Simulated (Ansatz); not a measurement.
Convergence study of the plane-wave cutoff for NbRu3 (P4mm, 4 atoms in the cell)

```yaml
crystal:
  lattice:
    - [3.86568, 0.00000, 0.00000]
    - [0.00000, 3.86568, 0.00000]
    - [0.00000, 0.00000, 3.86568]
  atoms:
    - { symbol: Nb, position: [0.00000, 0.00000, 0.01293] }
    - { symbol: Ru, position: [0.00000, 0.50000, 0.50000] }
    - { symbol: Ru, position: [0.50000, 0.00000, 0.50000] }
    - { symbol: Ru, position: [0.50000, 0.50000, 0.00000] }
```

Level of theory: LDA (PW92), default PAW files made with PBE (plane waves; Ansatz, a quantum-chemistry and plane-wave program).

Base settings: basis.ecutwfc = 30.9 Ry; kpoints.mp_grid.grid = 7 7 7; hamiltonian.xc = lda; hamiltonian.pseudopotentials = {kind: paw} (the program's default PAW files); scf.occupations.method = gaussian; scf.occupations.width = 0.0073 Ry.

The second cell is the first with its lattice scaled by 0.98.

The mesh stays at the base's, so the ladder's end is converged at best in this setting alone.

The first pressure column holds Ansatz's estimate of the finite-basis (Pulay) stress, which hides part of the cutoff error; the other is without it.

Only quantities that move along the ladder and can be compared are tabulated.

The count of work is k-points × plane waves × bands × iterations; it is no time. 

The starting cell comes from a database of computed structures (which also holds hypothetical and non-ambient phases and stackings), without a prior relaxation at this level. Its lattice was rescaled by up to half a per cent. One atom was moved a little off its site on purpose. Spin polarisation is off. In the base run, with a pressure of about -9 GPa the cell is away from its equilibrium volume at this level.

| basis.ecutwfc | free energy less the last step's (meV/atom) | energy of the compressed cell less the first (meV/atom) | pressure (GPa) | pressure without the Pulay estimate (GPa) | largest difference of a force vector from the last step's (eV/Å) | count of work / last |
|---|---|---|---|---|---|---|
| 10.7 Ry | 40591.64 | -515.52 | -162.09 | -1398.35 | 0.146 | 0.080 |
| 12.5 Ry | 20316.07 | -475.72 | -99.64 | -837.90 | 1.574 | 0.082 |
| 14 Ry | 10919.59 | -149.80 | -26.06 | -520.95 | 0.850 | 0.11 |
| 15.4 Ry | 5728.19 | 47.93 | 8.06 | -312.11 | 0.208 | 0.12 |
| 16.9 Ry | 2637.40 | 61.71 | 5.86 | -169.76 | 0.106 | 0.15 |
| 18.4 Ry | 1164.51 | 30.06 | -3.14 | -91.22 | 0.122 | 0.14 |
| 21.7 Ry | 183.07 | -4.85 | -10.05 | -26.93 | 0.013 | 0.19 |
| 24.6 Ry | 29.27 | 0.83 | -8.84 | -12.50 | 0.005 | 0.19 |
| 27.9 Ry | 2.80 | 1.80 | -8.58 | -8.95 | 0.001 | 0.23 |
| 30.9 Ry | 1.04 | 1.87 | -8.58 | -8.60 | 0.000 | 0.27 |
| 33.8 Ry | 0.79 | 1.85 | -8.58 | -8.61 | 0.000 | 0.31 |
| 37.1 Ry | 0.51 | 1.85 | -8.58 | -8.60 | 0.000 | 0.36 |
| 41.5 Ry | 0.35 | 1.85 | -8.58 | -8.59 | 0.000 | 0.43 |
| 46.3 Ry | 0.22 | 1.86 | -8.58 | -8.59 | 0.000 | 0.50 |
| 54 Ry | 0.10 | 1.85 | -8.58 | -8.58 | 0.000 | 0.61 |
| 61.7 Ry | 0.04 | 1.85 | -8.58 | -8.59 | 0.000 | 0.77 |
| 74.2 Ry | 0.00 | 1.85 | -8.58 | -8.58 | 0.000 | 1.0 |

Coarsest basis.ecutwfc that holds the pressure within 1 GPa of the last step, with all finer ones: 24.6 Ry, at 0.19 of the last step's count of work; the step before is off by 1.5 GPa.

Coarsest basis.ecutwfc that holds the pressure without the Pulay estimate within 1 GPa of the last step, with all finer ones: 27.9 Ry, at 0.23 of the last step's count of work; the step before is off by 3.9 GPa.

Coarsest basis.ecutwfc that holds the free energy within 2 meV/atom of the last step, with all finer ones: 30.9 Ry, at 0.27 of the last step's count of work; the step before is off by 2.8 meV/atom.

The energy difference between the two cells stays within 1 meV/atom of the last step's from 27.9 Ry on, the total only from 33.8 Ry on: much of the error is common to both cells and cancels.

At the lowest cutoff the pressure without the Pulay estimate lies 1390 GPa under the last step's, the usual sign of Pulay stress in an incomplete plane-wave basis.

Keys are those of Ansatz 0.2.
